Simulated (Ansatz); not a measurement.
The parent structure is Hf in the hcp (Mg type) structure (space group P6_3/mmc, No. 194; relaxed with 0.1 eV smearing).

```
CELL_PARAMETERS angstrom
      3.19829     0.00000     0.00000
     -1.59915     2.76980     0.00000
      0.00000     0.00000     5.04882
ATOMIC_POSITIONS crystal
  Hf 0.66667 0.33333 0.75000
  Hf 0.33333 0.66667 0.25000
```

Cartesian axes are those of the cell as printed.

Calculations: r2SCAN/PAW in Ansatz (a quantum-chemistry and plane-wave program), no spin-orbit coupling.

Base values:

```
Quantity            Value
---------------  --------
Volume per atom  22.36 Å³
Pressure          0.0 GPa
```

Now apply this change: tensile biaxial strain of 1.50 % in the plane normal to [001], as in epitaxy on a mismatched substrate; the out-of-plane cell vector and the atoms relax.

Q: Predict the new volume per atom.

A: The volume per atom grows by 0.46 Å³ to 22.82 Å³.

Q: Predict the new pressure.

A: The pressure (mean of the normal stresses, compression positive) goes from zero to -2.1 GPa.

Whether these cells are dynamically stable was not tested. The final runs are not spin-polarised.
